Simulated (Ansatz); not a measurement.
## Hypothetical CsCl type TaAs: response to strain

Take TaAs in the CsCl type structure (space group Pm-3m, No. 221; a hypothetical phase, not in the database extracts checked; relaxed with 0.1 eV smearing) as the base.

```xyz
2
Lattice="3.1783 0.0000 0.0000 0.0000 3.1783 0.0000 0.0000 0.0000 3.1783" Properties=species:S:1:pos:R:3 pbc="T T T"
Ta     0.0000     0.0000     0.0000
As     1.5892     1.5892     1.5892
```

Cartesian axes are those of the cell as printed.

Strains are applied to the cell and any free atomic positions relax; under biaxial strain the out-of-plane vector relaxes too.

Calculations: PBEsol (Ansatz, a quantum-chemistry and plane-wave program), no spin-orbit coupling.

Notes on the quantities. energy relative to the base: free energy F; pressure: mean of the normal stresses, compression positive.

| change | shortest interatomic distance | energy relative to the base | pressure |
|---|---|---|---|
| base | 2.753 Å | 0 meV/atom | 0.0 GPa |
| biaxial strain +2.46 %, plane normal [001], relaxed out of plane | 2.787 Å | +25 meV/atom | -6.4 GPa |
| biaxial strain −0.66 %, plane normal [110], relaxed out of plane | 2.734 Å | +1.9 meV/atom | 1.9 GPa |
| biaxial strain −2.18 %, plane normal [111], relaxed out of plane | 2.704 Å | +20 meV/atom | 6.4 GPa |
| biaxial strain −1.99 %, plane normal [111], relaxed out of plane | 2.708 Å | +17 meV/atom | 5.8 GPa |
| isotropic strain −0.92 % | 2.727 Å | +7.7 meV/atom | 5.7 GPa |
| isotropic strain +2.66 % | 2.826 Å | +57 meV/atom | -12.9 GPa |
| tensor shear ε_yz = +3.92 % | 2.681 Å | +39 meV/atom | 1.4 GPa |
| tensor shear ε_xy = −2.51 % | 2.707 Å | +16 meV/atom | 0.6 GPa |
| tensor shear ε_xy = +1.12 % | [?] | [?] | 0.1 GPa |

Problem. Some entries are withheld; estimate them.

Solution. 
- tensor shear ε_xy = +1.12 %, shortest interatomic distance: 2.732 Å
- tensor shear ε_xy = +1.12 %, energy relative to the base: +3.2 meV/atom

Stability against distortions was not tested. All final runs are without spin polarisation.
